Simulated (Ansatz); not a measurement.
# Habitual settings against a tight run: AlOs (Pm-3m, 2 atoms in the cell)

Self-consistent single point.

```xyz
2
Lattice="2.9661 0.0000 0.0000 0.0000 2.9661 0.0000 0.0000 0.0000 2.9661" Properties=species:S:1:pos:R:3 pbc="T T T"
Al     0.0000     0.0000     0.0000
Os     1.4831     1.4831     1.4831
```

Computed with PBEsol, harder PAW files (source: ansatz) made with PBE (plane waves; Ansatz, a first-principles code).

Base settings: basis.ecutwfc = 900 eV; kpoints.mp_grid.grid = 8 8 8; hamiltonian.xc = pbesol; hamiltonian.pseudopotentials = {kind: paw, source: ansatz}; scf.occupations.method = gaussian; scf.occupations.width = 0.2 eV.

Tight run (finer mesh or higher cutoff; not a proven limit): basis.ecutwfc: 900 eV → 1260 eV; kpoints.mp_grid.grid: 8 8 8 → 11 11 11; scf.convergence.dr2_threshold: default (1e-07 eV) → 1e-09 eV. It gave Fermi level (on the code's own zero) 19.78 eV; pressure 7.25 GPa.

Quick runs, as changes from the base:
- A: the base itself
- B: basis.ecutwfc: 900 eV → 540 eV; kpoints.mp_grid.grid: 8 8 8 → 3 3 3; scf.occupations.method: gaussian → methfessel_paxton; scf.occupations.width: 0.2 eV → 0.5 eV; scf.convergence.dr2_threshold: default (1e-07 eV) → 0.001 eV
- C: basis.ecutwfc: 900 eV → 450 eV; kpoints.mp_grid.grid: 8 8 8 → 4 4 4; scf.occupations.method: gaussian → fermi_dirac; scf.occupations.width: 0.2 eV → 0.136 eV
- D: kpoints.mp_grid.grid: 8 8 8 → 4 4 4; hamiltonian.xc: pbesol → lda; kpoints.mp_grid.shift: default → 0.5 0.5 0.5; scf.convergence.dr2_threshold: default (1e-07 eV) → 0.001 eV [LDA (PW92)]
- E: basis.ecutwfc: 900 eV → 540 eV; kpoints.mp_grid.grid: 8 8 8 → 1 1 1; scf.convergence.dr2_threshold: default (1e-07 eV) → 0.001 eV
- F: basis.ecutwfc: 900 eV → 450 eV; kpoints.mp_grid.grid: 8 8 8 → 2 2 2; scf.occupations.width: 0.2 eV → 0.272 eV

Energies are extrapolated to zero smearing width, which holds to low order in the width alone.

Dashes: energy of D, another energy zero.

† marks runs with another functional, U, potentials or spin treatment: their distance from the tight run is not a convergence error alone.

The count of work is k-points × plane waves × bands × iterations; it is no time. 

Pressures in the table are Ansatz's without its Pulay estimate, at a fixed set of plane waves; the tight run's value above holds the estimate.

The starting cell comes from a database of computed structures (which also holds hypothetical and non-ambient phases and stackings), without a prior relaxation at this level. Its lattice was rescaled by a random factor within 2.5 % of one. Spin polarisation is off. In the base run, with a pressure of about 8 GPa the cell is away from its equilibrium volume at this level.

```
run  energy less tight (meV/atom)  pressure less tight (GPa)  count of work / tight
---  ----------------------------  -------------------------  ---------------------
A                            24.5                       0.45                   0.32
B                           193.5                      -8.68                  0.012
C                           613.8                     -58.33                  0.035
D†                              –                      -1.35                  0.037
E                          2257.3                       7.74                 0.0036
F                          1217.8                     -43.42                  0.016
```

Among the runs at the tight run's level, the energy misses run from 24.5 to 2257.3 meV/atom.

Keys are those of Ansatz 0.2.
